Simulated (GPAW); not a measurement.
A self-consistent single point of WC (P-6m2, 2 atoms in the cell) with GPAW.

Level of theory: LDA (Perdew-Wang 92), GPAW PAW datasets LDA (gpaw-data 1.0.1) (plane waves; GPAW).

```
CELL_PARAMETERS angstrom
      2.84426     0.00000     0.00000
     -1.42213     2.46320     0.00000
      0.00000     0.00000     2.76902
ATOMIC_POSITIONS crystal
  W  0.00000 0.00000 0.00000
  C  0.66667 0.33333 0.50000
```

Reference input (self-consistent single point, DFT PBE, plane waves, GPAW PAW datasets PBE (gpaw-data 1.0.1)): mode = pw; ecut = 900 eV; xc = PBE; kpts = 9 9 8; mesh shift (steps) = 0 0 0; occupations.name = fermi-dirac; occupations.width = 0.1 eV; nbands = -10; convergence.forces = 0.001 eV/Å; symmetry.symmorphic = false; symmetry.tolerance = 0.0005; maxiter = 150. This run's input differs from it in these lines:

```diff
@@ -13,3 +13,3 @@
 calc = GPAW(mode={'name': 'pw', 'ecut': 900},
-            xc='PBE',
+            xc='LDA',
             kpts={'size': (9, 9, 8), 'gamma': True},
```

Its files differ too (potentials: GPAW PAW datasets LDA (gpaw-data 1.0.1)).

Log, with long lists cut:

```
     iter     time        total  log10-change:
                         energy   eigst   dens  force
iter:   1 --:--:--   -25.082270
iter:   2 --:--:--   -24.610938   -2.18  -1.01
iter:   3 --:--:--   -23.471870   -1.70  -1.07
iter:   4 --:--:--   -23.479416   -3.59  -1.54
iter:   5 --:--:--   -23.467869   -2.98  -1.61
iter:   6 --:--:--   -23.467178   -5.53  -2.63
iter:   7 --:--:--   -23.466378c  -4.34  -2.73
iter:   8 --:--:--   -23.466336c  -6.01  -3.39
iter:   9 --:--:--   -23.466331c  -6.41  -3.46
iter:  10 --:--:--   -23.466331c  -8.47c -4.14c
iter:  11 --:--:--   -23.466331c  -9.50c -4.29c -16.05c
Converged after 11 iterations.

Dipole moment: (0.721562, -0.416594, 0.000000) |e|*Ang

Energy contributions relative to reference atoms: (reference = -439534.908752)

Kinetic:        +31.478807
Potential:      -30.565070
External:        +0.000000
XC:             -24.328307
Entropy (-ST):   -0.010003
Local:           -0.046760
SIC:             +0.000000
--------------------------
Free energy:    -23.471333
Extrapolated:   -23.466331

Showing only first 2 kpts
 Kpt  Band  Eigenvalues  Occupancy
  0     7     11.36097    2.00000
  0     8     15.14033    0.62121
  0     9     18.51444    0.00000
  0    10     18.51446    0.00000

  1     7     11.54387    2.00000
  1     8     15.14478    0.60232
  1     9     17.29022    0.00000
  1    10     17.29024    0.00000

Fermi level: 15.06060

No gap
No difference between direct/indirect transitions
Energy (eV): -23.466331

Forces in eV/Ang:
  0 W    -0.00000    0.00000    0.00000
  1 C     0.00000    0.00000    0.00000

Stress tensor:
    -0.106085     0.000000     0.000000
     0.000000    -0.106085     0.000000
     0.000000     0.000000    -0.123799
Stress (GPa, Voigt): [-16.9968 -16.9968 -19.8348   0.       0.       0.    ]
```

The run converged in 11 iterations. GPAW prints stress with tension positive. 

At such cutoffs GPAW's stress carries a finite-basis (Pulay) error, which enters relaxed cells too; its log prints stress with tension positive.

The starting cell comes from a database of computed structures (which also holds hypothetical and non-ambient phases and stackings), without a prior relaxation at this level. Its lattice was rescaled by a random factor within 2.5 % of one. Spin polarisation is off.

Cost on one core of a shared machine: roughly 40 s.
